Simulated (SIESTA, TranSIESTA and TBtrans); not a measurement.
Run with TranSIESTA and TBtrans (open boundaries, self-consistent; PseudoDojo norm-conserving potentials, scalar-relativistic): Spin polarized, PAO.BasisSize DZP, PAO.EnergyShift 0.15 eV, XC.Authors PBE, Mesh.Cutoff 200 Ry, ElectronicTemperature 300 K, TS.Voltage 0.0 eV, TBT.Elecs.Eta 0.001 eV.

System: Ta chain with one N atom inserted. Leads: straight Ta chain, spacing 2.491 Å. Geometry: 3 atoms about the centre moved by SIESTA (PBE, DZP) to a largest force of 0.02 eV/Å, all others as built, motion along the axis alone. Transport runs along z; the first 6 and the last 6 of the 21 atoms are the lead cells, repeated to infinity.

```xyz
21
Lattice="9.000 0.000 0.000 0.000 9.000 0.000 0.000 0.000 50.979" Properties=species:S:1:pos:R:3 pbc="F F T"
Ta     4.500     4.500     0.000
Ta     4.500     4.500     2.491
Ta     4.500     4.500     4.982
Ta     4.500     4.500     7.473
Ta     4.500     4.500     9.964
Ta     4.500     4.500    12.455
Ta     4.500     4.500    14.946
Ta     4.500     4.500    17.437
Ta     4.500     4.500    19.928
Ta     4.500     4.500    22.329
N      4.500     4.500    24.245
Ta     4.500     4.500    26.159
Ta     4.500     4.500    28.560
Ta     4.500     4.500    31.051
Ta     4.500     4.500    33.542
Ta     4.500     4.500    36.033
Ta     4.500     4.500    38.524
Ta     4.500     4.500    41.015
Ta     4.500     4.500    43.506
Ta     4.500     4.500    45.997
Ta     4.500     4.500    48.488
```
Starting moments (μB): atom 7 +1, atom 8 +1, atom 9 +1, atom 10 +1, atom 11 +1, atom 12 +1, atom 13 +1, atom 14 +1, atom 15 +1; lead atoms +1 (left) and +1 (right).

**Question.** Predict: conductance at 300 K (G0 = 2e²/h); mean T from −0.5 to 0.5 eV; spin polarisation of the conductance, (up − down)/(up + down).

**Answer.** conductance at 300 K (G0 = 2e²/h): 1.64; mean T from −0.5 to 0.5 eV: 1.64; spin polarisation of the conductance, (up − down)/(up + down): 0.08. The magnetic order of the leads was set by the start, and no other order was tried; the separate lead runs end at 1.12 (left) and 1.12 (right) μB an atom. The straight chain is held at its spacing; free chains may zigzag or dimerise. Spin-orbit coupling, left out here, matters for the heavy atoms.
